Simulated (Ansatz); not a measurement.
F on the 1x1 (100) surface of fcc Cu, one in a 1x1 cell, energies for each (6.6 Å²). Energies are against ½ F2(g), without zero-point or thermal terms; each row is named by its start.

Calculation: PBE (plane waves to 420 eV, PAW; Ansatz, a program for electronic structure).

Which site binds most strongly?
(A) top Cu
(B) hollow Cu-Cu-Cu-Cu over Cu at depth 1.8 Å
(C) bridge Cu-Cu (span 2.6 Å)

B, hollow Cu-Cu-Cu-Cu over Cu at depth 1.8 Å. Adsorption energies: hollow Cu-Cu-Cu-Cu over Cu at depth 1.8 Å -2.30 eV; bridge Cu-Cu (span 2.6 Å) -2.12 eV; top Cu -1.45 eV.
